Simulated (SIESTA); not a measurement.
Input and output of a self-consistent single point for TiNi (P1, 2 atoms in the cell) (SIESTA).

Method: LDA PW92, numerical atomic orbitals DZP, PseudoDojo LDA standard norm-conserving potentials (rewritten from UPF to PSML) run with SIESTA.

The change in words: atoms moved at random. Reference geometry:
```
CELL_PARAMETERS angstrom
      2.96088     0.00000     0.00000
      0.00000     2.96088     0.00000
      0.00000     0.00000     2.96088
ATOMIC_POSITIONS crystal
  Ti 0.50000 0.50000 0.50000
  Ni 0.00000 0.00000 0.00000
```

Reference input (self-consistent single point, DFT, LDA PW92, numerical atomic orbitals DZP, PseudoDojo LDA standard norm-conserving potentials (rewritten from UPF to PSML)): XC.functional = LDA; XC.authors = PW92; potentials = PseudoDojo LDA standard; PAO.BasisSize = DZP; PAO.EnergyShift = 0.01 Ry; MeshCutoff = 300 Ry; kgrid.MonkhorstPack = 9 9 9; OccupationFunction = MP; OccupationMPOrder = 0; ElectronicTemperature = 0.1 eV; MaxSCFIterations = 150; SCF.Mixer.Method = Pulay. This run's input differs from it in these lines:

```diff
@@ -18,4 +18,4 @@
 %block AtomicCoordinatesAndAtomicSpecies
-     2.797625199    2.797625199    2.797625199  1
-     0.000000000    0.000000000    0.000000000  2
+     2.894434221    2.740760669    2.843047442  1
+    -0.096809022    0.056864530   -0.045422243  2
 %endblock AtomicCoordinatesAndAtomicSpecies
```

Output (repeated stretches shortened):

```
        iscf     Eharris(eV)        E_KS(eV)     FreeEng(eV)     dDmax    Ef(eV) dHmax(eV)
   scf:    1    -6064.306014    -6142.429162    -6142.457428  1.138819 -2.941437 38.350216
   scf:    2    -6048.157483    -6148.247232    -6148.256256  1.156266 -4.659481 31.657079
   scf:    3    -6184.727600    -6169.924190    -6169.936941  0.255312 -4.728664 12.314273
   scf:    4    -4907.749101    -5776.080757    -5776.111319  1.524309 -3.680082105.511286
   scf:    5    -6049.694071    -6165.773486    -6165.785195  1.490909 -4.806609 17.612986
   [... 9 lines left out ...]
   scf:   15    -6175.941953    -6175.941966    -6175.961145  0.001330 -5.053255  0.010160
   scf:   16    -6175.941950    -6175.941963    -6175.961146  0.000235 -5.053179  0.007678
   scf:   17    -6175.941968    -6175.941966    -6175.961148  0.000059 -5.053188  0.002496
   scf:   18    -6175.941968    -6175.941967    -6175.961148  0.000031 -5.053183  0.000071
SCF Convergence by DM+H criterion
max |DM_out - DM_in|         :     0.0000306698
max |H_out - H_in|      (eV) :     0.0000709263
SCF cycle converged after 18 iterations

Using DM_out to compute the final energy and forces

siesta: E_KS(eV) =            -6175.9420

siesta: E_KS - E_eggbox =     -6175.9420

siesta: Atomic forces (eV/Ang):
     1   -0.348278    0.204674   -0.181140
     2    0.352409   -0.196061    0.145637
   Tot    0.004131    0.008613   -0.035503
   Max    0.352409
   Res    0.251609    sqrt( Sum f_i^2 / 3N )
   Max    0.352409    constrained

Stress tensor Voigt[x,y,z,yz,xz,xy] (kbar):      113.51      109.28      107.69        0.72       -2.74        2.66
(Free)E + p*V (eV/cell)    -6177.7459
Target enthalpy (eV/cell)    -6175.9611

siesta: Program's energy decomposition (eV):
siesta: FreeEng =     -6175.961148

   [... lines left out ...]
siesta:     0.070846    0.001663   -0.001708
siesta:     0.001663    0.068208    0.000447
siesta:    -0.001708    0.000447    0.067212

siesta: Cell volume =         25.957447 Ang**3

siesta: Pressure (static):
siesta:                Solid            Molecule  Units
siesta:          -0.00074884         -0.00067615  Ry/Bohr**3
siesta:          -0.06875551         -0.06208143  eV/Ang**3
siesta:        -110.15847174        -99.46541860  kBar
```

The run converged in 18 iterations. Against the reference run the free energy goes up by 13.2 meV/atom, the pressure goes from -12.07 to -11.02 GPa and the largest force goes from 0.000 to 0.443 eV/Å.

The starting cell comes from a database of computed structures (which also holds hypothetical and non-ambient phases and stackings), without a prior relaxation at this level. Its lattice was rescaled by a random factor within 2.5 % of one. For this run, on top of that: atoms moved at random. Spin polarisation is off. Values carry the incompleteness of an atom-centred basis. With a pressure of about -11 GPa the cell is away from its equilibrium volume at this level.

Cost on one core of a shared machine: roughly 60 s.
